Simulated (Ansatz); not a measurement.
An Ansatz (a first-principles code) input (DFT with PBEsol, PAW potentials and a 420 eV plane-wave cutoff in Ansatz, no spin-orbit coupling):

Ansatz 0.2 input:
```yaml
crystal:
  lattice:
    - [3.6199725183, 0, 0]
    - [0, 3.6199725183, 0]
    - [1.8099862591, -1.8099862591, 2.5029648394]
  atoms:
    - { symbol: Hf, position: [0, 0, 0] }
    - { symbol: O, position: [0.75, 0.75, 0.5] }
    - { symbol: O, position: [0.25, 0.25, 0.5] }
basis: { ecutwfc: 420, ecutrho_ratio: 4, xc_grid: 2, fft_grid_basis: typed }
kpoints: { mp_grid: { grid: [11, 11, 11] } }
hamiltonian:
  xc: pbesol
  dispersion: none
  pseudopotentials: { kind: paw }
scf: { occupations: { method: fermi_dirac, width: 0.05 } }
relax: { f_tol: 0.005, max_steps: 50, cell: { stress_tol: 0.01, fix: [a, b, gamma] } }
output: { forces: true, stress: true }
checkpoint: { write: state.ck, write_every: 1000 }
```

Which symmetry and how many k-points will the program report, and about how many plane waves at Γ?

Space group I4/mmm (ITA 139) with 16 operations, k-points 126 of 1331, and 629 plane waves at Γ.

And the final pressure?

-6.11 GPa (compression positive).

The cells carry an imposed strain or load. Stability against distortions was not tested. The cell was made from HfO2 in the fluorite structure (space group Fm-3m, No. 225) by this change: biaxial strain +1.50 %, plane normal [001], relaxed out of plane. This is not the structure that HfO2 has at room temperature and ambient pressure.
